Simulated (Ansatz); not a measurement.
Sn on the 1x1 (111) surface of fcc Ag, one in a 2x2 cell, energies for each (29.8 Å²). Energies are against an atom of beta tin, without zero-point or thermal terms; each row is named by its start.

Level of theory: PBE (plane waves to 420 eV, PAW; Ansatz, a program for electronic structure).

Set-up: 17 atoms, 7.1 Å thick at the start under the adsorbate (thin: gaps and levels are the slab's own); mesh 6x6x1; 0.1 eV smearing; dipole correction on; 8 atoms held, the rest relaxed; each run with such symmetry as its start has; spin-polarised, no spin-orbit, no U, no dispersion correction.

A negative adsorption energy means that the adsorbate is more stable on the surface than in its reference. Starts that drift may end in the same place. Heights count from the host atoms within 0.3 Å of the top one.

```csv
starting site,E_ads (eV),height (Å),nearest host atom (Å),bonded to,Δ work function (eV),lateral drift (Å),moment (μB)
top Ag,0.81,2.08,Ag 2.58,Ag,-0.31,0.0,0.0
hollow Ag-Ag-Ag over Ag at depth 2.4 Å,0.45,2.12,Ag 2.77,3 Ag,-0.19,0.0,0.0
hollow Ag-Ag-Ag over Ag at depth 4.7 Å,0.42,2.11,Ag 2.77,3 Ag,-0.19,0.0,0.0
bridge Ag-Ag (span 2.9 Å),0.42,2.11,Ag 2.77,3 Ag,-0.19,0.9,0.0
```
